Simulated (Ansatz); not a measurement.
Partial pair distribution functions of a relaxed model of amorphous Si$_{24}$O$_{49}$Na$_{2}$, broadened by 0.06 Å; density 2.21 g/cm³. All values below come from PBE, scalar-relativistic without spin-orbit coupling (plane waves to 420 eV, PAW; Ansatz, a program for electronic structure).

A CHGNet melt-quench gave the starting glass, which DFT then relaxed. O atoms were pushed apart under 1.9 Å during the dynamics, to hinder bonds among them. The hot cell started wider than the set density and was brought back towards it in steps. It is the lowest in DFT energy of 2 quenches. It is a model cell: composition and starting density were chosen by hand, and all elements were melted together. No dispersion term was used. Its density started from a set value of 2.21 and ended at 2.21 g/cm³. The simulated quench (nominally 400 K/ps over its main leg) is rapid and tends to freeze in more defects than a deposited or slowly cooled glass has. Values belong to this one cell and scatter from quench to quench. The volume was held where the preparation left it and the shape relaxed, at a PBE pressure of -0.4 GPa (tension). Stress components on the final sampling reach 0.6 GPa. Cycles of charging lowered its energy after that relaxation.

| r (Å) | g Si-O | g O-Na | g Si-Si | g O-O |
|---|---|---|---|---|
| 1.35 | 0.00 | 0.00 | 0.00 | 0.00 |
| 1.45 | 0.35 | 0.00 | 0.00 | 0.00 |
| 1.55 | 7.70 | 0.00 | 0.00 | 0.00 |
| 1.65 | 15.80 | 0.00 | 0.00 | 0.00 |
| 1.75 | 3.58 | 0.00 | 0.00 | 0.00 |
| 1.85 | 0.26 | 0.00 | 0.00 | 0.00 |
| 1.95 | 0.01 | 0.00 | 0.00 | 0.00 |
| 2.05 | 0.00 | 0.00 | 0.00 | 0.00 |
| 2.15 | 0.00 | 0.00 | 0.00 | 0.00 |
| 2.25 | 0.00 | 0.12 | 0.00 | 0.02 |
| 2.35 | 0.00 | 1.91 | 0.00 | 0.21 |
| 2.45 | 0.00 | 3.20 | 0.00 | 0.59 |
| 2.55 | 0.00 | 2.19 | 0.00 | 2.88 |
| 2.65 | 0.00 | 1.78 | 0.05 | 7.14 |
| 2.75 | 0.01 | 2.08 | 0.53 | 4.06 |
| 2.85 | 0.12 | 1.57 | 1.33 | 0.73 |
| 2.95 | 0.21 | 2.16 | 2.80 | 0.24 |
| 3.05 | 0.24 | 1.40 | 4.66 | 0.20 |
| 3.15 | 0.43 | 0.18 | 4.27 | 0.41 |
| 3.25 | 0.39 | 0.01 | 2.08 | 0.55 |
| 3.35 | 0.41 | 0.21 | 0.23 | 0.45 |
| 3.45 | 0.93 | 0.92 | 0.00 | 0.51 |
| 3.55 | 1.33 | 1.05 | 0.00 | 0.68 |
| 3.65 | 1.41 | 1.51 | 0.05 | 0.59 |
| 3.75 | 1.36 | 1.56 | 0.15 | 0.55 |
| 3.85 | 1.54 | 0.56 | 0.03 | 0.66 |
| 3.95 | 1.51 | 0.91 | 0.08 | 0.72 |
| 4.05 | 1.74 | 1.61 | 0.17 | 0.73 |
| 4.15 | 2.12 | 1.56 | 0.51 | 0.65 |
| 4.25 | 2.06 | 1.18 | 0.89 | 0.65 |
| 4.35 | 1.21 | 1.47 | 0.72 | 0.88 |
| 4.45 | 0.57 | 1.29 | 0.96 | 1.06 |
| 4.55 | 0.56 | 1.12 | 0.79 | 1.07 |
| 4.65 | 0.69 | 1.55 | 1.18 | 1.03 |
| 4.75 | 0.63 | 1.59 | 1.08 | 1.23 |
| 4.85 | 0.57 | 1.17 | 0.99 | 1.51 |
| 4.95 | 0.65 | 0.85 | 1.15 | 1.56 |

Within 1.96 Å each Si has 4.04 O neighbours on average.
